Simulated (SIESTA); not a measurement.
Band structure of Nb₆AlGe (Pm-3, 8 atoms in the cell).

```xyz
8
Lattice="5.2177 0.0000 0.0000 0.0000 5.2177 0.0000 0.0000 0.0000 5.2177" Properties=species:S:1:pos:R:3 pbc="T T T"
Al     2.6088     2.6088     2.6088
Nb     0.0000     2.6088     3.9130
Nb     0.0000     2.6088     1.3047
Nb     3.9130     0.0000     2.6088
Nb     1.3047     0.0000     2.6088
Nb     2.6088     3.9130     0.0000
Nb     2.6088     1.3047     0.0000
Ge     0.0000     0.0000     0.0000
```

Level of theory: LDA PW92, numerical atomic orbitals DZP, PseudoDojo LDA standard norm-conserving potentials (rewritten from UPF to PSML) (SIESTA).

Settings: XC.functional = LDA; XC.authors = PW92; potentials = PseudoDojo LDA standard; PAO.BasisSize = DZP; PAO.EnergyShift = 0.01 Ry; MeshCutoff = 300 Ry; kgrid.MonkhorstPack = 5 5 5; OccupationFunction = FD; ElectronicTemperature = 100 meV; MaxSCFIterations = 150; SCF.Mixer.Method = Broyden; SCF.Mixer.Weight = 0.1; SCF.Mixer.History = 6; SCF.DM.Tolerance = 1.0E-05.

The starting cell comes from a database of computed structures (which also holds hypothetical and non-ambient phases and stackings), without a prior relaxation at this level. Its lattice was rescaled by a random factor within 2.5 % of one. Spin polarisation is off. Values carry the incompleteness of an atom-centred basis.

Levels in eV from the Fermi level, bands 44 to 49:
```csv
point,44,45,46,47,48,49
Γ,-1.29,-0.54,-0.54,-0.54,-0.06,-0.06
X,-0.96,-0.81,-0.78,-0.77,-0.37,-0.25
M,0.03,0.12,0.29,0.33,0.41,0.53
R,-0.06,-0.06,-0.04,-0.04,0.14,0.14
```

Bands cross the Fermi level along this path, so the cell is metallic at this level.

Higher empty bands are left out: an atom-centred basis made for the valence describes them poorly.
